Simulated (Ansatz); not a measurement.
# SiC: energy against strain

SiC (wurtzite, P6_3mc, 10.145 Å³/atom at rest, c along z) under an equal strain ε in the (0001) plane with the normal axis free, as in a coherent film. LDA in Ansatz, a plane-wave DFT program (PAW, default set), 420 eV, 12×12×7 Γ-centred mesh, Fermi-Dirac smearing 0.05 eV; ions are relaxed within the symmetry of each cell.

Here s stands for strain and y for E less E0.

| strain (%) | E less E0 (meV/atom) |
|---|---|
| -3.00 | ? |
| -1.20 | 5.83 |
| -0.60 | 1.43 |
| 0.00 | 0.00 |
| 0.60 | 1.40 |
| 1.20 | 5.53 |

Using a parabola, estimate the missing y at s = -3.00 from the other rows, showing the fit.

Least squares gives y = -0.003 - 0.1050·s + 3.9464·s². Residuals (row less fit): 0.024, -0.051, 0.003, 0.045, -0.024; standard error 0.054 (degrees of freedom: 2). Twice the quadratic coefficient over the volume, 2 × 3.9464 meV × 10⁴ × 0.1602 / 10.145 Å³, is twice the biaxial elastic modulus of this plane = 1247 ± 13 GPa. At the withheld row, y = -0.003 - 0.1050 × (-3.0) + 3.9464 × (-3.0)² = 35.830 meV/atom. The calculation gives 37.86 meV/atom, 2.030 meV/atom above the prediction (5.4 % of the range of y in the table). The row lies outside the fitted rows, so this is an extrapolation. From the scatter of the fitted rows alone, a prediction at this place has a standard error of 0.346 meV/atom, so the miss is 5.9 times that.

One order more, fitted to all 11 runs of the series, follows each within 0.01, so the miss is the next term of a smooth law. SiC is here the rare 2H polytype. Rows are the converged runs of the series near zero and its far end; series whose fitted rows scatter by over a few per cent of the range, as at a crossing or softening among them, aren't shown in this form. Most that stay on the fit to the last digits aren't either.
